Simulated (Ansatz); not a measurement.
System: single layer of CdI₂ (symmetry P-3m1 as a slab, 3 atoms a cell), relaxed.

Here is the system:

```xyz
3
Lattice="4.3240 0.0000 0.0000 2.1620 3.7447 0.0000 0.0000 0.0000 23.4400" Properties=species:S:1:pos:R:3 pbc="T T T"
I      0.0000     0.0000    13.4423
Cd     4.3240     2.4964    11.7200
I      2.1620     1.2482     9.9977
```

An s-wave tip is assumed.

Mesh 18×18×1, no spin-orbit coupling, no spin polarisation; biases count from the run's Fermi level.

**Question.** Give the constant-current image of the upper face at a sample bias of -2.3 V from a Fermi level inside the gap (filled states down to 1.0 eV under the valence edge) over one cell, by PBE, Tersoff-Hamann images (Ansatz, an electronic-structure program). The set point is the mean density 3.5 Å over the top atom.

**Answer.** Corrugation 0.58 Å, highest over I1 and the sites alike, lowest over no upper atom, but over the buried I3. Tip height over the top atom in Å, x and y in fractions of the first two vectors:

```
y \ x   0.000  0.111  0.167  0.278  0.333  0.444  0.500  0.611  0.667  0.778  0.833  0.944
------  -----  -----  -----  -----  -----  -----  -----  -----  -----  -----  -----  -----
0.944    3.75   3.74   3.71   3.60   3.52   3.36   3.31   3.36   3.44   3.60   3.66   3.74
0.889    3.73   3.73   3.71   3.61   3.54   3.38   3.31   3.31   3.38   3.54   3.61   3.71
0.778    3.64   3.67   3.66   3.60   3.54   3.40   3.32   3.23   3.25   3.40   3.48   3.60
0.722    3.57   3.61   3.61   3.57   3.52   3.40   3.32   3.21   3.21   3.32   3.40   3.52
0.667    3.49   3.54   3.55   3.52   3.49   3.38   3.32   3.21   3.19   3.25   3.32   3.44
0.556    3.33   3.38   3.39   3.39   3.38   3.33   3.31   3.27   3.25   3.25   3.27   3.31
0.500    3.30   3.31   3.31   3.31   3.31   3.30   3.30   3.31   3.32   3.32   3.32   3.31
0.444    3.33   3.28   3.26   3.24   3.25   3.28   3.30   3.36   3.38   3.40   3.40   3.36
0.389    3.40   3.31   3.26   3.20   3.20   3.26   3.31   3.40   3.44   3.48   3.48   3.44
0.278    3.57   3.46   3.39   3.24   3.20   3.24   3.31   3.46   3.52   3.60   3.61   3.60
0.222    3.64   3.54   3.48   3.31   3.25   3.25   3.31   3.48   3.54   3.64   3.66   3.66
0.167    3.69   3.61   3.55   3.39   3.31   3.26   3.31   3.48   3.55   3.66   3.69   3.71
0.0556   3.75   3.71   3.66   3.52   3.44   3.30   3.30   3.44   3.52   3.66   3.71   3.75
0.000    3.76   3.73   3.69   3.57   3.49   3.33   3.30   3.40   3.49   3.64   3.69   3.75
```
